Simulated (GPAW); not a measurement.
## Cost against accuracy: kpts for Be₂Re (P6_3/mmc, 12 atoms in the cell)

Cell: a = 4.4493 Å, b = 4.4493 Å, c = 7.2659 Å, α = 90.00°, β = 90.00°, γ = 120.00°.

Method: LDA (Perdew-Wang 92), GPAW PAW datasets LDA (gpaw-data 1.0.1) (plane waves; GPAW 25.7.0).

Base settings: mode = pw; ecut = 850 eV; xc = LDA; kpts = 5 5 2; mesh shift (steps) = 0.5 0.5 0.5; occupations.name = methfessel-paxton; occupations.width = 0.272 eV; occupations.order = 1; nbands = -20; convergence.forces = 0.001 eV/Å.

Misses are taken against the tightest run, 7 7 4, which need not be fully converged itself. The energy is the free energy per atom.

The count of work is k-points × plane waves × bands × iterations; it is no time, and leaves out set-up, grids and terms that scale otherwise. Core times come from one kind of shared machine and are given to one figure; runs under 30 s give none.

The starting cell comes from a database of computed structures (which also holds hypothetical and non-ambient phases and stackings), without a prior relaxation at this level. Its lattice was rescaled by a random factor within 2.5 % of one. Spin polarisation is off. In the base run, with a pressure of about -21 GPa the cell is away from its equilibrium volume at this level. Without a gap this mesh is coarse (it stands for a supercell whose shortest vector is 15 Å).

```csv
kpts,energy less reference (meV/atom),pressure less reference (GPa),largest difference in the force on any atom (eV/Å),count of work / reference,core time / reference (rough)
1 1 1,140.79,5.33,2.200,0.037,–
2 2 1,42.08,0.72,0.338,0.075,–
3 3 2,0.64,-0.07,0.259,0.15,0.2
4 4 2,1.09,-0.09,0.021,0.18,0.2
5 5 2,0.27,-0.11,0.096,0.39,0.4
5 5 3,-1.94,-0.03,0.103,0.62,0.6
7 7 4,0.00,0.00,0.000,1.0,1
```

Coarsest setting among those run that, with all tighter ones, holds the energy within 20 meV/atom of the reference: 3 3 2, off by 0.64 meV/atom; it needs 0.15 of the reference's count of work and about 0.2 of the reference's time.
